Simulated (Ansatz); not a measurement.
Consider ZnCu in the CsCl type structure (space group Pm-3m, No. 221; a = 2.964 Å).

Level of theory: Ansatz (a program for electronic structure) PBE, spin-orbit coupling left out.

Before the change:

* **Lattice parameter a**: 2.964 Å

Perturbation: cell and atoms relaxed at a pressure of 30 GPa.

Problem. Predict the new lattice parameter a.

Solution. The lattice parameter a decreases by 0.164 Å (2.964 Å → 2.800 Å).

Load acts through the strain it causes; cell and atoms are relaxed under it. Whether these cells are dynamically stable was not tested. Competing high-pressure phases were not computed. All final runs are without spin polarisation.
